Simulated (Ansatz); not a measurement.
## What isotropic strain −1.98 % does to CdSe

Consider CdSe in the zinc blende structure (space group F-43m, No. 216; a = 6.082 Å).

Now apply this change: an isotropic linear strain of −1.98 %, atoms relaxed at fixed cell.

The values are results of Ansatz (a program for electronic structure) PBEsol, scalar-relativistic without spin-orbit coupling, earlier PAW set, not measurements. Settings: 9×9×9 k-points, 0.05 eV Fermi–Dirac smearing.

| quantity | base | changed | shift |
|---|---|---|---|
| volume per atom | 28.12 Å³ | 26.48 Å³ | -1.64 Å³ |
| space group | F-43m (No. 216) | F-43m (No. 216) | – |
| shortest interatomic distance | 2.634 Å | 2.581 Å | -0.0521 Å |
| energy relative to the base (free energy F) | 0 meV/atom | +17 meV/atom | +17 meV/atom |
| pressure | 0.00 GPa | 3.59 GPa | +3.598 GPa |
| band gap | 0.48 eV | 0.60 eV | +0.12 eV |
| gap character | direct at Γ | direct at Γ | – |
| mean gap deformation potential ΔEg/Δln V | – | -1.9 eV | – |
| width of the top valence band | 2.25 eV | 2.49 eV | +0.246 eV |
| electron mass | 0.049 mₑ (at Γ) | 0.057 mₑ (at Γ) | – |
| hole mass (degenerate bands, along [100]) | 0.050, 0.66, 0.66 mₑ (at Γ) | 0.059, 0.61, 0.61 mₑ (at Γ) | – |

Cost of the whole job for the changed cell (relaxation, final SCF and bands): about 12 core-seconds (a rough figure).

Masses are band curvatures over ±0.01 Å⁻¹ around the edge. Whether these cells are dynamically stable was not tested.
